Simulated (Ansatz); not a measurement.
The starting structures come from a database of crystals and need not be the phases stable at ambient conditions.

 Where the default PAW files enter, the runs use the earlier of Ansatz's two default sets.

The decay constant κ of evanescent states in the gap governs leakage through a thin film.

Consider the following.

```yaml
crystal:
  lattice:
    - [5.78582, 0.00000, 0.00000]
    - [0.00000, 5.78582, 0.00000]
    - [2.89291, -2.89291, 4.09119]
  atoms:
    - { symbol: K, position: [0.25000, 0.25000, 0.50000] }
    - { symbol: K, position: [0.75000, 0.75000, 0.50000] }
    - { symbol: Te, position: [0.00000, 0.00000, 0.00000] }
```

Space group of this cell: Fm-3m, anti-fluorite. The cell is taken as given.

Transport runs along the normal of the first two printed cell vectors, the (001) plane of the conventional cell.

No gap correction and no spin-orbit coupling; mid-gap values are interpolated between computed energies.

**Question.** Compute, with PBEsol in Ansatz (an electronic-structure program), the band gap and the smallest decay constant κ at mid-gap.

**Answer.** Gap 2.09 eV on a 8×8×8 mesh; κ = 0.227 1/Å, at the zone centre.
